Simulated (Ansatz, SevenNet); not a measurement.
## Equilibrium volume per atom of HfSi2 (Cmcm, No. 63; start mp-1069) at several levels of theory

No measured value is used here.

```csv
level (code),value (Å³/atom)
SevenNet-0 (SevenNet),16.41
LDA (Ansatz),15.52
PBE (Ansatz),16.39
PBE-D3(BJ) (Ansatz),15.80
PBE-D4 (Ansatz),…
```

Problem. Some entries are withheld; supply them.

Solution. 
- PBE-D4 (Ansatz, a first-principles code), value (Å³/atom): 15.96

Density-functional levels without +SOC have no spin–orbit coupling. SevenNet-0, LDA, PBE, PBE-D3(BJ), PBE-D4: the relaxation could not lower the start's symmetry, so the cell can be a saddle point above a distorted one. Ansatz's density-functional and Hartree–Fock values are scalar-relativistic unless marked +SOC, with PAW data made under PBE.

Machine-learned potentials (SevenNet-0) are trained on DFT data, which may include these solids.

A start named mp-… is a Materials Project structure, which can be a computed phase never made.
